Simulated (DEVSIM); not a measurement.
## GaP n-i-p diode

Structure: GaP n-i-p diode, at 400 K.

| layer (left to right) | material | thickness (μm) | Nd (cm⁻³) | Na (cm⁻³) | τn (s) | τp (s) |
|---|---|---|---|---|---|---|
| 1 | GaP | 0.240 | 2.7e18 | - | 1.2e-7 | 1.2e-7 |
| 2 | GaP | 0.200 | - | 2.5e12 | 1.2e-7 | 1.2e-7 |
| 3 | GaP | 1.90 | - | 3.1e18 | 1.2e-7 | 1.2e-7 |

Left contact: ohmic. Right contact: ohmic. Voltage is applied to the left contact. Recombination: SRH at mid-gap. Mobility is constant in doping.

Constants are typed, rounded textbook-type inputs, not results; the design itself was drawn at random and stands for no fabricated device. Values at 300 K; Nc and Nv go as T^1.5, mobilities as T to minus their exponent, the gap by Varshni's rule with the affinity fixed.

| parameter | GaP |
|---|---|
| gap (eV) | 2.26 |
| affinity (eV) | 3.8 |
| permittivity | 11.1 |
| Nc (cm⁻³) | 1.8e19 |
| Nv (cm⁻³) | 1.9e19 |
| μn (cm²/Vs) | 250 |
| μp (cm²/Vs) | 150 |
| T exponent of μn | 1.6 |
| T exponent of μp | 1.98 |
| Varshni α (eV/K) | 0.00058 |
| Varshni β (K) | 372 |

DEVSIM, 1D drift-diffusion, Boltzmann statistics, complete ionisation; no tunnelling, impact ionisation, image-force lowering or self-heating.

* **Potential step across the device at zero bias**: 2.060 V
* **Dark forward voltage at 1 A/cm²**: 1.670 V
* **Dark forward voltage at 100 A/cm²**: 1.833 V

Small-signal capacitance in reverse bias (quasi-static):

| V (V) | C (nF/cm²) |
|---|---|
| 0.1 | 49.2 |
| 0.25 | 48.9 |
| 0.5 | 48.6 |
| 0.75 | 48.3 |
| 1 | 48.1 |
| 1.5 | 47.6 |
| 2 | 47.3 |
| 2.5 | 47.0 |
| 3.25 | 46.6 |
| 4 | 46.3 |
| 5 | 45.8 |

Dark forward current:

(V (V), J (A/cm²)): (-0.25, -9.6e-12); (-0.50, -4.3e-10); (-0.75, -2.0e-8); (-0.80, -4.3e-8); (-0.90, -2.0e-7); (-0.95, -4.4e-7); (-1.05, -2.1e-6); (-1.10, -4.8e-6); (-1.15, -1.1e-5); (-1.25, -5.8e-5); (-1.30, -0.00014); (-1.40, -0.0010); (-1.45, -0.0031); (-1.50, -0.010); (-1.60, -0.14); (-1.65, -0.56); (-1.75, -9.4); (-1.80, -39); (-1.90, -630); (-1.95, -2200)
